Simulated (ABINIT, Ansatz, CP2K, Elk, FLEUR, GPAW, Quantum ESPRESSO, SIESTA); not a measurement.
## One structure in several programs: CdSe (F-43m, 2 atoms in the cell)

Self-consistent single point.

```
CELL_PARAMETERS angstrom
      0.00000     3.02500     3.02500
      3.02500     0.00000     3.02500
      3.02500     3.02500     0.00000
ATOMIC_POSITIONS crystal
  Cd 0.00000 0.00000 0.00000
  Se 0.25000 0.25000 0.25000
```

All programs got the same cell, k-point mesh and kind of occupations (in Ansatz's words: kpoints.mp_grid.grid = 9 9 9; scf.occupations.method = fermi_dirac; scf.occupations.width = 0.05 eV); potentials, basis and cutoffs are each program's usual ones.

```tsv
code	model	pressure (GPa)	gap on the mesh (eV)	k-points	cutoff
Ansatz	PBE, default PAW files	3.75	0.642	35	default
ABINIT	PBE, PAW (JTH v2.0 PBE PAW)	3.78	0.633	35	20 Ha
GPAW	PBE, GPAW PAW datasets PBE (gpaw-data 1.0.1)	3.56	0.635	35	600 eV
SIESTA	GGA PBE, numerical atomic orbitals DZP, PseudoDojo PBE standard norm-conserving potentials (rewritten from UPF to PSML)	2.93	0.875	365	grid 350 Ry
CP2K	PBE, GPW, DZVP-MOLOPT-SR-GTH basis, GTH-PBE potentials (GTH_POTENTIALS)	4.68	0.649	365	grid 500 Ry
Elk	PBE, all-electron FP-LAPW, Elk's shipped species files, APW+lo basis with extra local orbitals	–	0.615	55	rgkmax 8
Quantum ESPRESSO	PBE, SSSP 1.1.2 precision (PBE) pseudopotentials	3.60	0.616	35	55 Ry
FLEUR	PBE, all-electron FLAPW (FLEUR), scalar-relativistic valence	–	0.656	55	Kmax 4.3 1/bohr
```

A dash marks a value that a program does not give, or that is left out as unsure.

Gaps are read on the mesh.

The spread over the programs that give each value: pressure within 1.75 GPa; gap on the mesh within 0.260 eV.

The starting cell has typed, rounded lattice constants, without a prior relaxation at this level. On Ansatz's run: In the base run, with a pressure of about 4 GPa the cell is away from its equilibrium volume at this level.

Task: Why do the programs differ, and what cannot be compared?

Result: Differences of this kind can come from the potentials, where these differ, and from what each basis and cutoff leave unconverged. The valence holds different numbers of electrons (Ansatz (a quantum-chemistry and plane-wave program) 36, ABINIT 18, GPAW 18, SIESTA 36, CP2K 18, Quantum ESPRESSO 18, FLEUR 34). The zero of total energies and Fermi levels follows the potentials and each program's conventions, so they are not compared here. SIESTA and CP2K use small atom-centred bases, whose incompleteness enters pressures, forces and empty levels differently from a plane-wave cutoff. Elk and FLEUR treat all electrons, but the usual bases taken here (sphere radii, linearisation, local orbitals, empty states) were not tested for convergence, so the values are no reference for the others. Ansatz's pressure is given at a fixed set of plane waves, as the other plane-wave codes print theirs; with its correction for the finite basis it is 3.78 GPa. The programs reduce the same mesh by symmetry to different extents, which changes the work and not the result. In the pressure, CP2K (by 1.01) lies more than 1 GPa from the median of the plane-wave programs. In the gap, SIESTA (by 0.241) lies more than 0.12 eV from the median of the plane-wave programs.

Keys are those of Ansatz 0.2.
